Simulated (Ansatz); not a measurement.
The starting structures come from a database of crystals and need not be the phases stable at ambient conditions.

Tunnelling through a barrier is set by its complex band structure: the current falls as exp(−2κd) with the smallest κ.

Consider the following.

```yaml
crystal:
  lattice:
    - [3.86549, 0.00000, 0.00000]
    - [0.00000, 5.45561, 0.00000]
    - [0.00000, 0.00000, 3.86549]
  atoms:
    - { symbol: Al, position: [0.50000, 0.50000, 0.50000] }
    - { symbol: Ga, position: [0.00000, 0.00000, 0.00000] }
    - { symbol: P, position: [0.50000, 0.74961, 0.00000] }
    - { symbol: P, position: [0.00000, 0.25039, 0.50000] }
```

Space group of this cell: P-4m2. The cell is taken as given; by LDA its mean pressure is -2.3 GPa.

Transport runs along the normal of the first two printed cell vectors, the (100) plane of the conventional cell.

The gap is the functional's own. No spin-orbit coupling. Mid-gap values are interpolated on the energy grid.

Problem. Predict the band gap and the smallest decay constant κ at mid-gap from LDA run with Ansatz (a program for electronic structure).

Solution. Gap 1.48 eV on a 8×6×8 mesh; κ = 0.116 1/Å, at the zone centre.
